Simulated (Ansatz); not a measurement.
## A computed series for hypothetical diamond Cu: pressure series

The reference is Cu in the diamond structure (space group Fd-3m, No. 227; a = 5.3514 Å; a hypothetical phase, not in the database extracts checked).

Cell and atoms are relaxed at each pressure.

Calculations: Ansatz (an electronic-structure program), PBE, PAW, cutoff 420 eV, spin-orbit coupling left out.

```json
[
 {"P (GPa)": "-2.01", "V (Å³/atom)": "19.956"},
 {"P (GPa)": "-1.01", "V (Å³/atom)": "19.533"},
 {"P (GPa)": "0.31", "V (Å³/atom)": "19.052"},
 {"P (GPa)": "0.71", "V (Å³/atom)": "18.919"},
 {"P (GPa)": "1.50", "V (Å³/atom)": "18.671"},
 {"P (GPa)": "3.01", "V (Å³/atom)": "18.246"},
 {"P (GPa)": "5.01", "V (Å³/atom)": "17.759"},
 {"P (GPa)": "7.51", "V (Å³/atom)": "17.239"},
 {"P (GPa)": "10.01", "V (Å³/atom)": "16.793"}
]
```

A third-order Birch–Murnaghan fit to these points gives V₀ = 19.16 Å³/atom, B₀ = 55 GPa and B₀′ = 5.0. At pressure 10 GPa the volume is 87.7 % of V₀.

Load acts through the strain it causes; cell and atoms are relaxed under it. Stability against distortions was not tested. No other phases were tried under pressure. All final runs are without spin polarisation.
